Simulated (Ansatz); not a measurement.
ZnS (R3m, No. 160, 36 atoms in the cell; start mp-1200836; a measured phase of this formula has another space group)

Computed with LDA (Ansatz, an electronic-structure program, PAW).

Settings: plane-wave cutoff 520 eV, 8×8×8 k mesh, Fermi–Dirac smearing 0.01 eV, scalar-relativistic PAW data made under PBE.

Cell (relaxed at this level):

```
CELL_PARAMETERS angstrom
      1.87170     1.08062    55.09294
     -1.87170     1.08062    55.09294
      0.00000    -2.16125    55.09294
ATOMIC_POSITIONS crystal
  Zn 0.00006 0.00006 0.00006
  Zn 0.05557 0.05557 0.05557
  Zn 0.11108 0.11108 0.11108
  Zn 0.18516 0.18516 0.18516
  Zn 0.25927 0.25927 0.25927
  Zn 0.31484 0.31484 0.31484
  Zn 0.37039 0.37039 0.37039
  Zn 0.42591 0.42591 0.42591
  Zn 0.48145 0.48145 0.48145
  Zn 0.53700 0.53700 0.53700
  Zn 0.57408 0.57408 0.57408
  Zn 0.61115 0.61115 0.61115
  Zn 0.68522 0.68522 0.68522
  Zn 0.74074 0.74074 0.74074
  Zn 0.79626 0.79626 0.79626
  Zn 0.83333 0.83333 0.83333
  Zn 0.88887 0.88887 0.88887
  Zn 0.96298 0.96298 0.96298
  S  0.01392 0.01392 0.01392
  S  0.06944 0.06944 0.06944
  S  0.12496 0.12496 0.12496
  S  0.19904 0.19904 0.19904
  S  0.27317 0.27317 0.27317
  S  0.32875 0.32875 0.32875
  S  0.38427 0.38427 0.38427
  S  0.43979 0.43979 0.43979
  S  0.49536 0.49536 0.49536
  S  0.55088 0.55088 0.55088
  S  0.58794 0.58794 0.58794
  S  0.62502 0.62502 0.62502
  S  0.69910 0.69910 0.69910
  S  0.75461 0.75461 0.75461
  S  0.81013 0.81013 0.81013
  S  0.84720 0.84720 0.84720
  S  0.90277 0.90277 0.90277
  S  0.97685 0.97685 0.97685
```

```json
{
  "band_gap": "2.14 eV (direct)"
}
```

Computing time: about 40 core-minutes (a rough figure).

A start named mp-… is a Materials Project structure, which need not be a measured phase.
